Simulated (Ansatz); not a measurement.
Defect migration in fcc Cu: Ta-vacancy pair (Ta on one host Cu site, one Cu site vacant), neutral cell. Computed with PBE, PAW (plane waves to 420 eV; Ansatz, a quantum-chemistry and plane-wave program).

Cell of 32 host sites held at the relaxed PBE lattice; a 3×3×3 k-point mesh shifted by half a step; Fermi-Dirac width 0.10 eV, spin-restricted; finite-size errors left in. No zero-point or tunnelling terms. Spin-orbit coupling is left out. Forms of the defect that were not tried may lie lower. The start lies 0.032 eV above the lowest site run (PBE).

Barriers: single points on a 5×5×5 k-point mesh shifted by half a step at the bands' geometries.

Relaxed starting cell (atoms counted from 1):

```xyz
31
Lattice="7.2600 0.0000 0.0000 0.0000 7.2600 0.0000 0.0000 0.0000 7.2600" Properties=species:S:1:pos:R:3 pbc="T T T"
Ta    -0.0087     0.0021     0.0032
Cu    -0.0094     0.0015     3.6335
Cu    -0.0090     3.6311     0.0036
Cu     3.6203     0.0016     0.0032
Cu     3.6213     0.0013     3.6333
Cu     3.6207     3.6318     0.0040
Cu     3.6208     3.6319     3.6331
Cu    -0.0090     1.8774     1.8789
Cu    -0.0098     1.8785     5.3885
Cu    -0.0099     5.3854     1.8773
Cu    -0.0092     5.3849     5.3893
Cu     3.6204     1.8320     1.8348
Cu     3.6211     1.8318     5.4318
Cu     3.6210     5.4313     1.8350
Cu     3.6210     5.4316     5.4317
Cu     1.8309     0.0016     1.8558
Cu     1.8307     0.0017     5.4109
Cu     1.8042     3.6317     1.8488
Cu     1.8061     3.6323     5.4200
Cu     5.4108     0.0013     1.8552
Cu     5.4112     0.0018     5.4112
Cu     5.4367     3.6319     1.8469
Cu     5.4350     3.6305     5.4203
Cu     1.8319     1.8529     0.0033
Cu     1.8033     1.8483     3.6342
Cu     1.8317     5.4106     0.0037
Cu     1.8029     5.4155     3.6332
Cu     5.4098     1.8522     0.0037
Cu     5.4377     1.8481     3.6324
Cu     5.4101     5.4112     0.0030
Cu     5.4393     5.4141     3.6339
```

End state 1 differs by these moves (Å; atoms that move under 0.08 Å are left out):

```
atom  element    Δx    Δy    Δz
----  -------  ----  ----  ----
22         Cu  1.80  0.00  1.77
```

**Question.** Give the forward and backward barriers to end state 1 at the level PBE, PAW.

**Answer.** forward 0.82 eV, backward 0.85 eV; at the saddle point atom 22 has neighbours 4 Cu at 2.35, Cu at 2.74, Cu at 2.75, 2 Cu at 2.85 Å. The saddle point's order was not checked, and it lies on a symmetry element of the cell, where a band can be held.
